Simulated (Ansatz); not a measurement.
**PrB4 (P4/mbm, No. 127; cell taken from a computed entry)**

These are LDA (PAW; Ansatz, a program for electronic structure) values and carry that method's errors.

Numerical settings: plane-wave cutoff 500 eV, 6×6×10 k mesh (along the axes of the cell as run), Fermi–Dirac smearing 0.05 eV, spin-polarised start, scalar-relativistic PAW data made under PBE.

Cell (relaxed at this level):

```
CELL_PARAMETERS angstrom
      7.05611     0.00000     0.00000
      0.00000     7.05611     0.00000
      0.00000     0.00000     4.00389
ATOMIC_POSITIONS crystal
  Pr 0.68702 0.18702 0.00000
  Pr 0.31298 0.81298 0.00000
  Pr 0.81298 0.68702 0.00000
  Pr 0.18702 0.31298 0.00000
  B  0.46124 0.32371 0.50000
  B  0.53876 0.67629 0.50000
  B  0.67629 0.46124 0.50000
  B  0.32371 0.53876 0.50000
  B  0.96124 0.17629 0.50000
  B  0.03876 0.82371 0.50000
  B  0.17629 0.03876 0.50000
  B  0.82371 0.96124 0.50000
  B  0.00000 0.00000 0.20283
  B  0.00000 0.00000 0.79717
  B  0.50000 0.50000 0.79717
  B  0.50000 0.50000 0.20283
  B  0.08743 0.58743 0.50000
  B  0.91257 0.41257 0.50000
  B  0.41257 0.08743 0.50000
  B  0.58743 0.91257 0.50000
```

```yaml
band_gap: none
```

Note: the magnetic order was assumed, not searched for or taken from measurement; the relaxation could not lower the start's symmetry, so the cell can be a saddle point above a distorted one; the 4f shell is treated without U or exact exchange, so its levels and filling can be wrong.

Spin–orbit coupling is not included.

The computed numbers hold no vibrational or temperature effects.
